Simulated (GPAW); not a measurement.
```
LaCu2
1.0
    4.21428     0.00000     0.00000
   -2.10714     3.64968     0.00000
    0.00000     0.00000     3.77394
La Cu
1 2
Direct
  0.00000   0.00000   0.00000
  0.33333   0.66667   0.50000
  0.66667   0.33333   0.50000
```

Method of the run: LDA (Perdew-Wang 92), GPAW PAW datasets LDA (gpaw-data 1.0.1) (plane waves; GPAW 25.7.0).

The set-up and first iterations of a GPAW log for LaCu₂ (P6/mmm, 3 atoms in the cell):

```
Input parameters:
  convergence: {forces: 0.001}
  kpts: [9 9 9]
  maxiter: 150
  mode: {ecut: 850.0,
         name: pw}
  nbands: -7
  occupations: {fixmagmom: False,
                name: fermi-dirac,
                width: 0.05}
  symmetry: {symmorphic: False,
             tolerance: 0.0005}

species:
  La:
    name: Lanthanum
    Z: 57.0
    valence: 11
    core: 46
    charge: 0.0
    file: La.LDA.gz

    # Using partial waves for La as LCAO basis

  Cu:
    name: Copper
    Z: 29.0
    valence: 11
    core: 18
    charge: 0.0
    file: Cu.LDA.gz

    # Using partial waves for Cu as LCAO basis

Reference energy: -320840.817006  # eV

Spin-paired calculation

Convergence criteria:
 Maximum [total energy] change in last 3 cyles: 0.0005 eV / valence electron
 Maximum integral of absolute [dens]ity change: 0.0001 electrons / valence electron
 Maximum integral of absolute [eigenst]ate change: 4e-08 eV^2 / valence electron
   [... lines left out ...]
  Pulay-stress correction: 0.000000 eV/Ang^3 (de/decut=0.000000)

Occupation numbers: Fermi-Dirac:
  width: 0.0500  # eV

Eigensolver

Densities:
  Coarse grid: 30*30*27 grid
  Fine grid: 60*60*54 grid
  Total Charge: 0.000000

Density mixing:
  Method: separate
  Backend: pulay
  Linear mixing parameter: 0.05
  old densities: 5
  Damping of long wavelength oscillations: 50

Hamiltonian:
  XC and Coulomb potentials evaluated on a 60*60*54 grid
  External potential:
    NoExternalPotential

Number of atoms: 3
Number of atomic orbitals: 38
Number of bands in calculation: 23
Number of valence electrons: 33
Bands to converge: occupied

Density initialized from atomic densities
  23 bands from LCAO basis set

Atomic positions and initial magnetic moments

Positions:
   0 La     0.000000    0.000000    0.000000    ( 0.0000,  0.0000,  0.0000)
   1 Cu    -0.000002    2.433119    1.886971    ( 0.0000,  0.0000,  0.0000)
   2 Cu     2.107144    1.216558    1.886971    ( 0.0000,  0.0000,  0.0000)

Unit cell:
           periodic     x           y           z      points  spacing
  1. axis:    yes    4.214284    0.000000    0.000000    30     0.1217
  2. axis:    yes   -2.107142    3.649677    0.000000    30     0.1217
  3. axis:    yes    0.000000    0.000000    3.773941    27     0.1398

  Lengths:   4.214284   4.214284   3.773941
  Angles:   90.000000  90.000000 120.000000

Effective grid spacing dv^(1/3) = 0.1337
     iter     time        total  log10-change:
                         energy   eigst   dens  force
iter:   1 --:--:--   -19.136052
iter:   2 --:--:--   -16.535407   -0.41  -1.08
iter:   3 --:--:--   -15.479399   -0.23  -1.27
iter:   4 --:--:--   -15.609856   -0.10  -1.46
iter:   5 --:--:--   -15.645386   -0.72  -1.69
```

Question: How does the run end?

Answer: The run converged in 32 iterations. Its thresholds were met; that alone does not show that basis and mesh suffice. It ends on: free energy E − TS (from the program's reference atoms) -15.3210 eV; Fermi level (on the code's own zero) 9.32 eV; pressure -0.70 GPa. The log goes on:

```
   [... 2 lines left out ...]
iter:   8 --:--:--   -15.832055   -0.33  -1.88
iter:   9 --:--:--   -15.520792   -1.58  -1.73
iter:  10 --:--:--   -15.333320   -1.44  -1.87
   [... lines left out ...]
iter:  19 --:--:--   -15.313183c  -3.92  -3.67
iter:  20 --:--:--   -15.313055c  -4.59  -3.48
iter:  21 --:--:--   -15.313044c  -4.99  -3.85
iter:  22 --:--:--   -15.313062c  -5.07  -4.19c
iter:  23 --:--:--   -15.313044c  -5.20  -3.87
iter:  24 --:--:--   -15.313045c  -5.16  -4.24c
iter:  25 --:--:--   -15.313041c  -6.10  -4.17c
iter:  26 --:--:--   -15.313039c  -5.76  -4.34c
iter:  27 --:--:--   -15.313038c  -6.72  -4.49c
iter:  28 --:--:--   -15.313041c  -6.27  -4.56c
iter:  29 --:--:--   -15.313040c  -7.07  -4.64c
iter:  30 --:--:--   -15.313040c  -7.06  -4.98c
iter:  31 --:--:--   -15.313040c  -7.61c -5.29c
iter:  32 --:--:--   -15.313040c  -7.79c -5.17c -17.85c
Converged after 32 iterations.

Dipole moment: (-0.000000, -0.000000, -0.000000) |e|*Ang

Energy contributions relative to reference atoms: (reference = -320840.817006)

Kinetic:        -15.639457
Potential:      +12.886752
External:        +0.000000
XC:             -12.242575
Entropy (-ST):   -0.015846
Local:           -0.309838
SIC:             +0.000000
--------------------------
Free energy:    -15.320963
Extrapolated:   -15.313040

Showing only first 2 kpts
 Kpt  Band  Eigenvalues  Occupancy
  0    14      6.43153    2.00000
  0    15      9.51835    0.03484
  0    16      9.51837    0.03483
  0    17      9.81011    0.00010

  1    14      6.47077    2.00000
  1    15      9.66135    0.00203
  1    16      9.66136    0.00203
  1    17      9.83210    0.00007

Fermi level: 9.31672

No gap
No difference between direct/indirect transitions
Energy (eV): -15.31304

Forces in eV/Ang:
  0 La    0.00000    0.00000    0.00000
  1 Cu   -0.00000   -0.00000    0.00000
  2 Cu    0.00000    0.00000    0.00000

Stress tensor:
     0.003385    -0.000000     0.000000
    -0.000000     0.003385     0.000000
     0.000000     0.000000     0.006309
Stress (GPa, Voigt): [ 0.5424  0.5424  1.0108  0.      0.     -0.    ]
```

For comparison: a first run was changed to give this one (lattice scaled by 0.98), and from it to this one the free energy falls by 21.2 meV/atom and the pressure goes from -5.21 to -0.70 GPa.

The starting cell comes from a database of computed structures (which also holds hypothetical and non-ambient phases and stackings), without a prior relaxation at this level. For this run, on top of that: lattice scaled by 0.98. Spin polarisation is off.

The run was DFT LDA (Perdew-Wang 92), plane waves, GPAW PAW datasets LDA (gpaw-data 1.0.1). Main settings of its input:

| key | value |
|---|---|
| mode | pw |
| ecut | 850 eV |
| xc | LDA |
| kpts | 9 9 9 |
| mesh shift (steps) | 0 0 0 |
| occupations.name | fermi-dirac |
| occupations.width | 0.05 eV |
| nbands | -7 |
| convergence.forces | 0.001 eV/Å |
| symmetry.symmorphic | false |
| symmetry.tolerance | 0.0005 |
| maxiter | 150 |
